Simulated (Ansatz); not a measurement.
# LiNbO3 (R-3c, No. 167, 10 atoms in the cell; start mp-552588; high-temperature phase)

Level of theory: HSE06 (PAW; Ansatz, a quantum-chemistry and plane-wave program).

Settings: plane-wave cutoff 460 eV, 6×6×6 k mesh, Fermi–Dirac smearing 0.01 eV, no spin polarisation, scalar-relativistic PAW data made under PBE.

Cell (relaxed with PBEsol):

```xyz
10
Lattice="2.5912 1.4961 4.5492 -2.5912 1.4961 4.5492 0.0000 -2.9921 4.5492" Properties=species:S:1:pos:R:3 pbc="T T T"
Li     0.0000     0.0000     3.4119
Li     0.0000     0.0000    10.2357
Nb     0.0000     0.0000     6.8238
Nb     0.0000     0.0000     0.0000
O     -0.6241    -1.4961     5.6865
O      0.6241     1.4961     7.9611
O      1.6077     0.2075     5.6865
O     -1.6077    -0.2075     7.9611
O     -0.9836     1.2885     5.6865
O      0.9836    -1.2885     7.9611
```

band gap: 3.96 eV
smallest direct gap on the k points sampled: 4.07 eV

Note: held by symmetry at 0 K, a high-temperature phase can be a saddle point; cell and atoms aren't relaxed at this level (largest force component 0.10 eV/Å, pressure -1.8 GPa).

Spin–orbit coupling is not included.

Computed values are for the static lattice.

The result took around 14 core-minutes (rough).

A start named mp-… is a Materials Project structure, which need not be a measured phase.
